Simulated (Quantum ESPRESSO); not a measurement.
Quantum ESPRESSO run on Ni3Pt (Pm-3m, 4 atoms in the cell): self-consistent single point.

Method of the run: PBEsol, PSlibrary ultrasoft (PBE) pseudopotentials (plane waves; Quantum ESPRESSO).

```yaml
crystal:
  lattice:
    - [3.62457, 0.00000, 0.00000]
    - [0.00000, 3.62457, 0.00000]
    - [0.00000, 0.00000, 3.62457]
  atoms:
    - { symbol: Ni, position: [0.50000, 0.00000, 0.50000], spin: 2.0 }
    - { symbol: Ni, position: [0.00000, 0.50000, 0.50000], spin: 2.0 }
    - { symbol: Ni, position: [0.50000, 0.50000, 0.00000], spin: 2.0 }
    - { symbol: Pt, position: [0.00000, 0.00000, 0.00000], spin: 1.0 }
```
(The spins are starting values, not results.)

Reference input (self-consistent single point, DFT, PBEsol, plane waves, PSlibrary ultrasoft (PBE) pseudopotentials): ecutwfc = 50 Ry; ecutrho = 500 Ry; occupations = smearing; smearing = mp; degauss = 0.0147 Ry; nspin = 2; input_dft = pbesol; potentials = {Ni: Ni.pbe-n-rrkjus_psl.1.0.0.UPF, Pt: Pt.pbe-n-rrkjus_psl.1.0.0.UPF}; K_POINTS = automatic 7 7 7 1 1 1; conv_thr = 1e-10 Ry; mixing_beta = 0.2. This run's input differs from it in these lines:

```diff
@@ -25,3 +25,3 @@
 &ELECTRONS
-  conv_thr = 1.0d-10
+  conv_thr = 7.3e-08
   mixing_beta = 0.2
```

Output (repeated stretches shortened):

```
     Self-consistent Calculation

     iteration #  1     ecut=    50.00 Ry     beta= 0.20

---- Real-time Memory Report at c_bands before calling an iterative solver
           243 MiB given to the printing process from OS
            77 MiB allocation reported by mallinfo(arena+hblkhd)
------------------

     total energy              =    -364.91811135 Ry
     estimated scf accuracy    <       3.08918713 Ry

     total magnetization       =     2.32 Bohr mag/cell
     absolute magnetization    =     2.33 Bohr mag/cell

     iteration #  2     ecut=    50.00 Ry     beta= 0.20

   [... lines left out ...]
     absolute magnetization    =     2.38 Bohr mag/cell

     iteration # 26     ecut=    50.00 Ry     beta= 0.20

---- Real-time Memory Report at c_bands before calling an iterative solver
           304 MiB given to the printing process from OS
           114 MiB allocation reported by mallinfo(arena+hblkhd)
------------------

     Magnetic moment per site  (integrated on atomic sphere of radius R)
     atom   1 (R=0.292)  charge=  8.8556  magn=  0.6419
     atom   2 (R=0.292)  charge=  8.8556  magn=  0.6419
     atom   3 (R=0.292)  charge=  8.8556  magn=  0.6419
     atom   4 (R=0.292)  charge=  7.4483  magn=  0.3177
     End of self-consistent calculation

     the Fermi energy is    14.8935 ev

!    total energy              =    -365.70614432 Ry
     estimated scf accuracy    <       0.00000002 Ry
     smearing contrib. (-TS)   =      -0.00059726 Ry
     internal energy E=F+TS    =    -365.70554706 Ry

     total magnetization       =     2.15 Bohr mag/cell
     absolute magnetization    =     2.38 Bohr mag/cell

     convergence has been achieved in  26 iterations

     Forces acting on atoms (cartesian axes, Ry/au):

     atom    1 type  1   force =     0.00000000    0.00000000    0.00000000
   [... zero for the other atoms too ...]

     Total force =     0.000000     Total SCF correction =     0.000000

          total   stress  (Ry/bohr**3)                   (kbar)     P=      -48.89
  -0.00033233   0.00000000   0.00000000          -48.89        0.00        0.00
   0.00000000  -0.00033233   0.00000000            0.00      -48.89        0.00
   0.00000000   0.00000000  -0.00033233            0.00        0.00      -48.89

   JOB DONE.
```

The run converged in 26 iterations. Against the reference run the free energy is nearly the same (within 1 meV/atom), the pressure goes from -4.77 to -4.89 GPa and the size of the net moment stays at 0.54 μB/atom.

The starting cell comes from a database of computed structures (which also holds hypothetical and non-ambient phases and stackings), without a prior relaxation at this level. The magnetic order is the one reached from the typed start; others were not searched systematically. With a pressure of about -5 GPa the cell is away from its equilibrium volume at this level.

Cost on one core of a shared machine: roughly 90 s.
